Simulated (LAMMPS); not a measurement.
MD of Ag (fcc) at zero pressure, 2048 atoms, as a liquid; each row is its own run.

Method: classical MD, pair style meam, file library.meam (library.meam-Ag) (LAMMPS).

```csv
T (K),D(Ag) (cm²/s)
680,1.83e-6
990,1.27e-5
1110,1.96e-5
1240,2.68e-5
1360,3.97e-5
1730,8.14e-5
1980,0.000115
```

### Question
Fit an Arrhenius law, ln y = a + b / x, to these rows (x is the first column, y the second) and predict the run at x = 1540.

### Answer
Least squares gives a = -6.9844 and b = -4259. The slope times kB gives an activation energy of 0.37 eV. At x = 1540 the fit predicts 5.83e-5 cm²/s. The run itself gave (5.4 ± 0.1) × 10^-5 cm²/s, so the fit is 9 % high.

Caution: the potential MEAM library.meam-Ag is a first-neighbour MEAM set with a 4 Å cutoff, used here without a parameter file and away from the static properties it was fitted to.

Caution (row 680): this liquid lies under the melting point of about 990 K that MEAM library.meam-Ag gives, so it is undercooled.

Errors of D are the spread over four groups of atoms in one short run; a floor of about 5 %, a picked value, is safer.
